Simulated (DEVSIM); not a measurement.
System: Schottky contact on n-type ZnO, at 300 K.

Layer 1 from the left is ZnO, thickness (μm) 2.20, Nd (cm⁻³) 2e16, τn (s) 1e-8, τp (s) 1e-8.

Left contact: Schottky, work function 5.87 eV, emission velocity 6.2e6 cm/s. Right contact: ohmic. Voltage is applied to the left contact. Recombination: SRH at mid-gap, radiative, Auger. Mobility is constant in doping.

The device is made up for the run: typed textbook-type constants, with dimensions and the other settings drawn at random. Values at 300 K.

ZnO: gap (eV) 3.37, affinity (eV) 4.5, permittivity 8.7, Nc (cm⁻³) 3.7e18, Nv (cm⁻³) 1.8e19, μn (cm²/Vs) 200, μp (cm²/Vs) 20, B (cm³/s) 1e-10, Cn (cm⁶/s) 1e-31, Cp (cm⁶/s) 1e-31.

Simulated with DEVSIM: 1D drift-diffusion, Boltzmann statistics, complete ionisation; no tunnelling, impact ionisation, image-force lowering or self-heating. Metal contacts follow the ideal Schottky-Mott rule: no Fermi-level pinning, no interface dipoles.

Dark forward current:

```csv
|V| (V),|J| (A/cm²)
0.25,4.161e-13
0.30,2.858e-12
0.35,1.961e-11
0.40,1.345e-10
0.45,9.221e-10
0.50,6.314e-9
0.55,4.319e-8
0.60,2.950e-7
0.65,2.013e-6
0.70,1.370e-5
0.75,9.306e-5
0.80,0.0006300
0.85,0.004248
0.90,0.02847
0.95,0.1888
1.00,1.222
1.05,7.261
1.10,32.75
1.15,93.26
1.20,183.2
1.25,290.5
1.30,407.9
1.35,531.6
1.40,659.5
1.45,790.3
1.50,923.4
```

**Question.** Work out the local ideality factor n = ΔV / (kT/q · ln(J2/J1)) between the rows 0.25 and 0.30 V, 1.45 and 1.50 V.

**Answer.** kT/q = 25.85 mV. From 0.25 to 0.30 V: ln(2.858e-12/4.161e-13) = 1.927, n = 1.00, near the 1 of diffusion or emission over a barrier. From 1.45 to 1.50 V: ln(923.4/790.3) = 0.156, n = 12.43; the layers' resistance at their doping, Σ W/(qμN) = 0.00034 Ω cm², would take 46 mV of this step of 50 mV.

**Question.** Estimate the current at 0.60 V for emission alone, J0 = q v N_band exp(−φB/kT), and read the barrier back from the simulated current.

**Answer.** φB = 1.370 eV, N_band = 3.70e18 cm⁻³, J0 = 3.54e-17 A/cm²; J = J0 (exp(qV/kT) − 1) = 4.25e-7 A/cm². The simulation gives 2.95e-7 A/cm²; the estimate lies 44 % above. Read backwards, the simulated current gives an apparent barrier of 1.379 eV. The estimate leaves out transport through the depletion region and minority injection.
